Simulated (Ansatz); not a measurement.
The starting structures come from a database of crystals and need not be the phases stable at ambient conditions.

 Where the default PAW files enter, the runs use the earlier of Ansatz's two default sets.

# Evanescent states of MoSe2 (R3m, not sure to be the ambient phase, 3 atoms a cell, 19.7 Å³ an atom) along the normal of (101)

Level of theory: PBEsol (plane waves, PAW; Ansatz, a program for electronic structure).

No gap correction and no spin-orbit coupling; mid-gap values are interpolated between computed energies.

Energies count from the valence-band top; κ is the least over a 10×6 mesh across the current.

| E (eV) | κ (1/Å) | where |
|---|---|---|
| 0.03 | 0.076 | off Γ |
| 0.09 | 0.132 | off Γ |
| 0.15 | 0.171 | off Γ |
| 0.21 | 0.204 | off Γ |
| 0.27 | 0.210 | off Γ |
| 0.33 | 0.208 | off Γ |
| 0.39 | 0.195 | off Γ |
| 0.45 | 0.179 | off Γ |
| 0.51 | 0.160 | off Γ |
| 0.57 | 0.137 | off Γ |
| 0.63 | 0.106 | off Γ |
| 0.69 | 0.057 | off Γ |

### Question
How thick must the barrier be to attenuate the transmission by 10^6 when the electrodes' Fermi level lies at 0.57 eV, and what attenuation does that film give at 0.69 eV?

### Answer
d = 6 ln 10 / (2 × 0.137) = 50.4 Å. At 0.69 eV it gives 6 × 0.057/0.137 = 2.5 decades.
